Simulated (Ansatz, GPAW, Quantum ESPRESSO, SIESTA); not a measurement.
# Code comparison for ZrGa5Co (P1, 7 atoms in the cell)

Self-consistent single point, at a second geometry (atoms moved at random). First geometry:

```yaml
crystal:
  lattice:
    - [4.10605, 0.00000, 0.00000]
    - [0.00000, 4.10605, 0.00000]
    - [0.00000, 0.00000, 6.57231]
  atoms:
    - { symbol: Zr, position: [0.00000, 0.00000, 0.00000] }
    - { symbol: Ga, position: [0.00000, 0.50000, 0.30543] }
    - { symbol: Ga, position: [0.00000, 0.50000, 0.69457] }
    - { symbol: Ga, position: [0.50000, 0.00000, 0.30543] }
    - { symbol: Ga, position: [0.50000, 0.00000, 0.69457] }
    - { symbol: Ga, position: [0.50000, 0.50000, 0.00000] }
    - { symbol: Co, position: [0.00000, 0.00000, 0.50000] }
```

Second geometry:
```yaml
crystal:
  lattice:
    - [4.10605, 0.00000, 0.00000]
    - [0.00000, 4.10605, 0.00000]
    - [0.00000, 0.00000, 6.57231]
  atoms:
    - { symbol: Zr, position: [0.00103, 0.98667, 0.99733] }
    - { symbol: Ga, position: [0.99862, 0.48684, 0.30548] }
    - { symbol: Ga, position: [0.99587, 0.51134, 0.70139] }
    - { symbol: Ga, position: [0.47660, 0.00471, 0.31034] }
    - { symbol: Ga, position: [0.51888, 0.98739, 0.69142] }
    - { symbol: Ga, position: [0.51203, 0.50201, 0.99376] }
    - { symbol: Co, position: [0.99698, 0.02104, 0.50027] }
```

Shared settings, as Ansatz (a quantum-chemistry and plane-wave program) writes them: kpoints.mp_grid.grid = 5 5 3; scf.occupations.method = fermi_dirac; scf.occupations.width = 0.1 eV. Potentials and cutoffs stand in the table.

```csv
code,model,ΔF from the first geometry (meV/atom),pressure (GPa),largest force (eV/Å),cutoff
SIESTA,"GGA PBEsol, numerical atomic orbitals TZP, PseudoDojo PBEsol standard norm-conserving potentials (rewritten from UPF to PSML)",29.1,-0.59,1.096,grid 300 Ry
Quantum ESPRESSO,"PBEsol, PseudoDojo standard norm-conserving (PBESOL) pseudopotentials",28.0,-0.22,0.993,100 Ry
Ansatz,"PBEsol, PAW files made with PBE",28.0,-0.46,0.989,default
GPAW,"PBEsol, GPAW PAW datasets PBEsol (made by gpaw-setup)",29.3,0.37,1.073,800 eV
```

Size of the force on each atom (eV/Å): Sizes of forces hide their directions.

| code | Zr1 | Ga2 | Ga3 | Ga4 | Ga5 | Ga6 | Co7 |
|---|---|---|---|---|---|---|---|
| SIESTA | 0.502 | 0.956 | 0.555 | 1.096 | 1.060 | 0.497 | 0.877 |
| Quantum ESPRESSO | 0.508 | 0.883 | 0.592 | 0.993 | 0.956 | 0.503 | 0.859 |
| Ansatz | 0.509 | 0.880 | 0.593 | 0.989 | 0.953 | 0.502 | 0.860 |
| GPAW | 0.508 | 0.943 | 0.581 | 1.073 | 1.025 | 0.527 | 0.896 |

On Ansatz's run: spin polarisation is off.

The spread over the programs that give each value: ΔF from the first geometry within 1.3 meV/atom; pressure within 0.96 GPa; largest force within 0.107 eV/Å.

SIESTA uses small atom-centred bases, whose incompleteness enters pressures, forces and empty levels differently from a plane-wave cutoff. Ansatz's pressure is given at a fixed set of plane waves, as the other plane-wave codes print theirs; with its correction for the finite basis it is -0.41 GPa. In the force vectors, SIESTA (by 0.140) and GPAW (by 0.105) lie more than 0.08 eV/Å from the median of the plane-wave programs.

The starting cell comes from a database of computed structures (which also holds hypothetical and non-ambient phases and stackings), without a prior relaxation at this level. For this run, on top of that: atoms moved at random.

Keys are those of Ansatz 0.2.
